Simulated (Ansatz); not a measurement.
ScSiCN (model structure, started from the AlSiCN type, P3m1, No. 156, 4 atoms in the cell), treated with LDA (plane waves, PAW; Ansatz, a first-principles code).

Numerical settings: plane-wave cutoff 520 eV, 12×12×6 k mesh (along the axes of the cell as run), Fermi–Dirac smearing 0.01 eV, scalar-relativistic PAW data made under PBE.

Cell (relaxed at this level):

```cif
data_CNScSi
_chemical_formula_sum 'Sc1 Si1 C1 N1'
_space_group_name_H-M_alt 'P3m1'
_space_group_IT_number 156
_space_group_name_Hall 'P 3 -2"'
_cell_length_a 3.27114
_cell_length_b 3.27114
_cell_length_c 5.11214
_cell_angle_alpha 90.000
_cell_angle_beta 90.000
_cell_angle_gamma 120.000
loop_
_atom_site_label
_atom_site_type_symbol
_atom_site_symmetry_multiplicity
_atom_site_Wyckoff_symbol
_atom_site_fract_x
_atom_site_fract_y
_atom_site_fract_z
_atom_site_occupancy
Sc1 Sc 1 b 0.33333 0.66667 0.52493 1
Si1 Si 1 c 0.66667 0.33333 0.99557 1
C1 C 1 b 0.33333 0.66667 0.08129 1
N1 N 1 c 0.66667 0.33333 0.64820 1
```

Q: Estimate the band gap, Γ–Γ gap and bulk modulus that the calculation returns.

A: 
* **band gap**: 1.82 eV (on the SCF k mesh)
* **Γ–Γ gap**: 4.07 eV
* **bulk modulus**: 175 GPa

Note: the bulk modulus is −V dP/dV from two relaxed cells at ±2 % in volume; the relaxation could raise the start's symmetry but not lower it, so the cell can be a saddle point.

Static lattice: no zero-point or thermal effects.

It cost roughly 2.5 core-minutes of CPU time.

A model structure was made by putting elements into a prototype or built by hand; it is no filed structure, need not be a known phase, and can be a saddle point held by its symmetry.
